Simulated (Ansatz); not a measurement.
ScSiCN (model structure, started from the AlSiCN type, P3m1, No. 156, 4 atoms in the cell)

These are HSE06 (PAW; Ansatz, a program for electronic structure) values and carry that method's errors.

Numerical settings: plane-wave cutoff 460 eV, 9×9×6 k mesh (along the axes of the cell as run), Fermi–Dirac smearing 0.01 eV, scalar-relativistic PAW data made under PBE.

Cell (relaxed with PBEsol):

ScCNSi is taken in the trigonal space group P3m1 (No. 156), Pearson symbol hP4. Cell: a = b = 3.294 Å, c = 5.163 Å, α = β = 90.00°, γ = 120.00°. Sc on 1b is surrounded by 3 N at 2.006 Å and 1 C at 2.287 Å and 1 C at 2.876 Å and 3 Si at 3.084 Å and 3 Si at 3.332 Å. Si on 1c has 1 N at 1.788 Å and 3 C at 1.954 Å and 3 Sc at 3.084 Å and 3 Sc at 3.332 Å. C on 1b is surrounded by 3 Si at 1.954 Å and 1 Sc at 2.287 Å and 1 Sc at 2.876 Å. N on 1c sees 1 Si at 1.788 Å and 3 Sc at 2.006 Å (tetrahedral). (Neighbours: up to the widest gap in distance over summed covalent radii, below 1.35, at either atom; cation-cation and far metal-metal contacts left out.)

- band gap: 3.03 eV (on the SCF k mesh)
- Γ–Γ gap: 5.13 eV

Note: the relaxation could raise the start's symmetry but not lower it, so the cell can be a saddle point; cell and atoms aren't relaxed at this level (largest force component 0.28 eV/Å, pressure 0.8 GPa).

Computed values are for the static lattice.

It cost roughly 7 core-minutes of CPU time.

A model structure was made by putting elements into a prototype or built by hand; it is no filed structure, need not be a known phase, and can be a saddle point held by its symmetry.
